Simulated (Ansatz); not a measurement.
Coverage and cell size: S on the 1x1 (110) surface of bcc Mo, one adsorbate a cell, in each cell the lowest of the starts that converged. Energies against ⅛ S8(g), without dispersion, zero-point or thermal terms; small cells hold the layer to their symmetry. A negative adsorption energy means that the adsorbate is more stable on the surface than in its reference.

Level of theory: PBE (plane waves to 420 eV, PAW; Ansatz, an electronic-structure program).

```tsv
area an adsorbate, end state	atoms	E_ads (eV)	height (Å)	Δ work function (eV)	rough cost
7 Å², bonded to 3 Mo	5	-1.59	1.68	(withheld)	around 110 core-seconds (rough)
14 Å², bonded to 3 Mo	9	-2.35	1.70	0.42	roughly 5 core-minutes
28 Å², bonded to 4 Mo	17	-3.19	1.68	(withheld)	around 12 core-minutes (rough)
```

**Question.** What belongs in the gaps?

**Answer.** 
- 7 Å², bonded to 3 Mo, Δ work function (eV): 0.26
- 28 Å², bonded to 4 Mo, Δ work function (eV): 0.20
